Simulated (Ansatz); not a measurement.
This Ansatz (a quantum-chemistry and plane-wave program) input is the reference run, PbO2 in the rutile structure (space group P4_2/mnm, No. 136), computed with PBE (Ansatz), scalar-relativistic without spin-orbit coupling:

Ansatz 0.2 input:
```yaml
crystal:
  lattice:
    - [5.0816266571, 0, 0]
    - [0, 5.0816266571, 0]
    - [0, 0, 3.4436420672]
  atoms:
    - { symbol: Pb, position: [0, 0, 0] }
    - { symbol: Pb, position: [0.5, 0.5, 0.5] }
    - { symbol: O, position: [0.3079633847, 0.3079633847, 0] }
    - { symbol: O, position: [0.8079633847, 0.1920366153, 0.5] }
    - { symbol: O, position: [0.1920366153, 0.8079633847, 0.5] }
    - { symbol: O, position: [0.6920366153, 0.6920366153, 0] }
basis: { ecutwfc: 420, ecutrho_ratio: 4, xc_grid: 2, fft_grid_basis: typed }
kpoints: { mp_grid: { grid: [9, 9, 14] } }
hamiltonian:
  xc: pbe
  dispersion: none
  pseudopotentials: { kind: paw }
scf: { occupations: { method: fermi_dirac, width: 0.05 }, convergence: { dr2_threshold: 0.0000000006 } }
output: { forces: true, stress: true }
checkpoint: { write: state.ck, write_every: 1000 }
```

Task: Write the input for this change: tensile biaxial strain of 2.40 % in the plane normal to [001], as in epitaxy on a mismatched substrate; the out-of-plane cell vector and the atoms relax.

Result: 
Ansatz 0.2 input:
```yaml
crystal:
  lattice:
    - [5.2035856969, 0, 0]
    - [0, 5.2035856969, 0]
    - [0, 0, 3.4023183624]
  atoms:
    - { symbol: Pb, position: [0, 0, 0] }
    - { symbol: Pb, position: [0.5, 0.5, 0.5] }
    - { symbol: O, position: [0.3079633847, 0.3079633847, 0] }
    - { symbol: O, position: [0.8079633847, 0.1920366153, 0.5] }
    - { symbol: O, position: [0.1920366153, 0.8079633847, 0.5] }
    - { symbol: O, position: [0.6920366153, 0.6920366153, 0] }
basis: { ecutwfc: 420, ecutrho_ratio: 4, xc_grid: 2, fft_grid_basis: typed }
kpoints: { mp_grid: { grid: [9, 9, 14] } }
hamiltonian:
  xc: pbe
  dispersion: none
  pseudopotentials: { kind: paw }
scf: { occupations: { method: fermi_dirac, width: 0.05 } }
relax: { f_tol: 0.005, max_steps: 50, cell: { stress_tol: 0.01, fix: [a, b, gamma] } }
output: { forces: true, stress: true }
checkpoint: { write: state.ck, write_every: 1000 }
```
This is the input that was run; other choices of cell and start would serve too.

Stability against distortions was not tested. All final runs are without spin polarisation.
